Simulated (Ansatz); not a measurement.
Rh (Immm): band-structure transport figures

Given:

```xyz
1
Lattice="0.0043 1.8934 1.8865 1.8934 0.0043 1.8865 1.8977 1.8977 0.0000" Properties=species:S:1:pos:R:3 pbc="T T T"
Rh     0.0000     0.0000     0.0000
```

Method: PBEsol, rigid bands (plane waves, PAW, scalar-relativistic; Ansatz, a first-principles code). Condition of this run: uniaxial stress along [110] of -2 GPa (compression positive) (the target of the relaxation). How the cell was made: cell and atoms relaxed with PBEsol, then loaded as said.

```
Property                                                         Result
------------------------------------  ---------------------------------
density of states at the Fermi level  1.24 states/(eV·cell), both spins
bare Sommerfeld coefficient                    2.9 mJ/(mol of atoms·K²)
Drude plasma energy                                             10.2 eV
root-mean-square Fermi velocity                               6.6e5 m/s
resistivity times τ                                    4.7 ×10⁻²² Ω·m·s
resistivity times mean free path                        3.3 ×10⁻¹⁶ Ω·m²
```

A metal at this level (no band gap); rigid bands, thermally averaged at 300 K, both spins. Spin-orbit coupling is left out. τ is one relaxation time for all states; the product of resistivity and mean free path takes one path for all states instead.
